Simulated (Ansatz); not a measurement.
We consider YB2 (model structure, started from the MoSi2 type, I4/mmm, No. 139, 3 atoms in the cell), described by LDA (plane waves, PAW; Ansatz, a program for electronic structure).

Numerical settings: plane-wave cutoff 520 eV, 22×22×22 k mesh, Fermi–Dirac smearing 0.05 eV, scalar-relativistic PAW data made under PBE.

Cell (relaxed at this level):

Space group I4/mmm (No. 139); a = b = 3.651 Å, c = 6.568 Å, α = β = γ = 90.00°

```tsv
atom	site	symmetry	x	y	z
Y	2a	4/mmm	0.0000	0.0000	0.0000
B	4e	4mm	0.0000	0.0000	0.3834
```
(The calculation used a cell of 3 atoms; values per cell refer to that cell.)

Give the computed bulk modulus.


bulk modulus: 90.1 GPa

The run finds no gap.

Note: the bulk modulus is −V dP/dV from two relaxed cells at ±2 % in volume; the relaxation could raise the start's symmetry but not lower it, so the cell can be a saddle point.

Static lattice: no zero-point or thermal effects.

The result took very roughly 15 core-minutes.

A model structure was made by putting elements into a prototype or built by hand; it is no filed structure, need not be a known phase, and can be a saddle point held by its symmetry.
